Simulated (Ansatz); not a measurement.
How a calculation on Tl2Pd3S2 (P1, 7 atoms in the cell) responds to its settings

```
CELL_PARAMETERS angstrom
      2.94769     1.70185     4.71071
     -2.94769     1.70185     4.71071
      0.00000    -3.40370     4.71071
ATOMIC_POSITIONS crystal
  Tl 0.99540 0.00156 0.99881
  Tl 0.49194 0.49344 0.50506
  Pd 0.99919 0.00336 0.49571
  Pd 0.49283 0.00581 0.00871
  Pd 0.00580 0.49347 0.99424
  S  0.72969 0.72220 0.71781
  S  0.28514 0.28016 0.27967
```

Base run A: LDA (PW92), default PAW files made with PBE (Ansatz, a quantum-chemistry and plane-wave program), self-consistent single point.

Its settings: kpoints.mp_grid.grid = 4 4 4; hamiltonian.xc = lda; hamiltonian.pseudopotentials = {kind: paw} (the program's default PAW files); scf.occupations.method = fermi_dirac; scf.occupations.width = 0.0073 Ry.

The starting cell comes from a database of computed structures (which also holds hypothetical and non-ambient phases and stackings), without a prior relaxation at this level. Its atoms were displaced at random from the sites of space group no. 166. Spin polarisation is off. In the base run, with a pressure of about -5 GPa the cell is away from its equilibrium volume at this level. Ansatz's pressure includes its estimate of the finite-basis (Pulay) stress.

ΔF is the free energy per atom less that of run A. 

Run A gave: pressure (GPa) -5.50; largest force (eV/Å) 0.920; TS (meV/atom) 19.1.

Runs:
- B: scf.occupations.width = 0.0001 Ry
- C: scf.occupations.width = 0.0007 Ry
- D: scf.occupations.width = 0.0018 Ry
- E: scf.occupations.width = 0.0037 Ry
- F: scf.occupations.width = 0.011 Ry
- G: scf.occupations.width = 0.0147 Ry
- H: scf.occupations.width = 0.022 Ry
- I: scf.occupations.width = 0.0367 Ry
- J: scf.occupations.width = 0.0588 Ry

### Question
What does run C change against A?

### Answer
The free energy goes up by 10.8 meV/atom, the pressure goes from -5.50 to -5.70 GPa and the largest force moves little (0.920 to 0.921 eV/Å).

### Question
What does run D change against A?

### Answer
The free energy rises by 9.8 meV/atom, the pressure goes from -5.50 to -5.69 GPa and the largest force hardly changes (0.920 to 0.922 eV/Å).

### Question
What does run I change against A?

### Answer
The free energy goes down by 186 meV/atom, the pressure goes from -5.50 to -3.42 GPa and the largest force goes from 0.920 to 0.824 eV/Å.

| run | ΔF (meV/atom) | pressure (GPa) | largest force (eV/Å) | TS (meV/atom) |
|---|---|---|---|---|
| A | 0.00 | -5.50 | 0.920 | 19.1 |
| B | 11.1 | -5.71 | 0.918 | 0.0 |
| C | 10.8 | -5.70 | 0.921 | 0.5 |
| D | 9.8 | -5.69 | 0.922 | 1.8 |
| E | 7.4 | -5.65 | 0.923 | 5.5 |
| F | -11.5 | -5.30 | 0.913 | 39.6 |
| G | -26.5 | -5.09 | 0.903 | 65.9 |
| H | -65.6 | -4.64 | 0.876 | 137.2 |
| I | -186.0 | -3.42 | 0.824 | 377.7 |
| J | -492.6 | -0.54 | 0.784 | 1035.8 |

Keys are those of Ansatz 0.2.
